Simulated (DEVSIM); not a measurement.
Device: Al/Si3N4/p-Si capacitor, at 250 K.

```csv
layer (left to right),material,thickness (nm),Na (cm⁻³)
1,Si3N4,2.60,-
2,Si,2100,7.2e16
```

Metal gate on the left, work function 4.1 eV. Fixed charge at the semiconductor interface 5.5e11 cm⁻² (in units of +e); no interface traps.

This is a model device: material constants are rounded textbook-type values typed into the input, and sizes, dopings and lifetimes were drawn at random. Values at 300 K; Nc and Nv go as T^1.5, mobilities as T to minus their exponent, the gap by Varshni's rule with the affinity fixed.

| parameter | Si3N4 | Si |
|---|---|---|
| gap (eV) | 5.1 | 1.124 |
| affinity (eV) | 2.1 | 4.05 |
| permittivity | 7.5 | 11.7 |
| Nc (cm⁻³) | - | 2.86e19 |
| Nv (cm⁻³) | - | 3.1e19 |
| Varshni α (eV/K) | - | 0.000473 |
| Varshni β (K) | - | 636 |

Model (solved in DEVSIM): 1D Poisson equation in equilibrium, Boltzmann statistics, complete ionisation; no quantum confinement or tunnelling. Metal contacts follow the ideal Schottky-Mott rule: no Fermi-level pinning, no interface dipoles.

Problem. Tabulate band edges, carrier densities and field at -0.4 V on the gate.

Solution. Energies count from the Fermi level of the right contact; mesh points crowd at the junctions.

| x (μm) | Ec (eV) | Ev (eV) | n (cm⁻³) | p (cm⁻³) | field (V/cm) |
|---|---|---|---|---|---|
| 0.000 | 2.400 | -2.700 | < 1e2 | < 1e2 | 37000 |
| 0.0008205 | 2.403 | -2.697 | < 1e2 | < 1e2 | 37000 |
| 0.001686 | 2.406 | -2.694 | < 1e2 | < 1e2 | 37000 |
| 0.002511 | 2.409 | -2.691 | < 1e2 | < 1e2 | 37000 |
| 0.004056 | 0.475 | -0.661 | 5.7e9 | 1100000 | 110000 |
| 0.006769 | 0.504 | -0.632 | 1.5e9 | 4200000 | 100000 |
| 0.01193 | 0.556 | -0.580 | 1.3e8 | 4.8e7 | 98000 |
| 0.02762 | 0.697 | -0.440 | 200000 | 3.3e10 | 81000 |
| 0.05297 | 0.866 | -0.270 | < 1e2 | 8.4e13 | 53000 |
| 0.1064 | 1.003 | -0.133 | < 1e2 | 4.8e16 | 5800 |
| 0.2080 | 1.011 | -0.125 | < 1e2 | 7.2e16 | ≈ 0 |
| 0.5169 | 1.011 | -0.125 | < 1e2 | 7.2e16 | ≈ 0 |
| 1.051 | 1.011 | -0.125 | < 1e2 | 7.2e16 | ≈ 0 |
| 1.551 | 1.011 | -0.125 | < 1e2 | 7.2e16 | ≈ 0 |
| 1.882 | 1.011 | -0.125 | < 1e2 | 7.2e16 | ≈ 0 |
| 1.991 | 1.011 | -0.125 | < 1e2 | 7.2e16 | ≈ 0 |
| 2.049 | 1.011 | -0.125 | < 1e2 | 7.2e16 | ≈ 0 |
| 2.076 | 1.011 | -0.125 | < 1e2 | 7.2e16 | ≈ 0 |
| 2.092 | 1.011 | -0.125 | < 1e2 | 7.2e16 | ≈ 0 |
| 2.098 | 1.011 | -0.125 | < 1e2 | 7.2e16 | ≈ 0 |
| 2.101 | 1.011 | -0.125 | < 1e2 | 7.2e16 | ≈ 0 |
| 2.103 | 1.011 | -0.125 | < 1e2 | 7.2e16 | ≈ 0 |
